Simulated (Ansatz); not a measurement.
**TiO2 (Pbca, No. 61)**

Calculation: PBE-D4 (Ansatz, an electronic-structure program, plane waves, PAW).

Numerical settings: plane-wave cutoff 500 eV, 8×6×8 k mesh (along the axes of the cell as run), gaussian smearing 0.02 eV, no spin polarisation, scalar-relativistic PAW data made under PBE.

Cell: relaxed at this level.

For TiO2 (Pbca, No. 61), the equilibrium volume per atom comes out as 10.77 Å³/atom and the band gap is 2.38 eV (on the SCF k mesh).

Measured, for comparison: band gap 3.26 eV (temperature not stated, no zero-point or thermal correction; as tabulated in Wikipedia's data pages). Computed (rounded) less measured: band gap -0.88 eV.

Note: the relaxation could not lower the start's symmetry, so the cell can be a saddle point above a distorted one.

Static lattice: no zero-point or thermal effects.
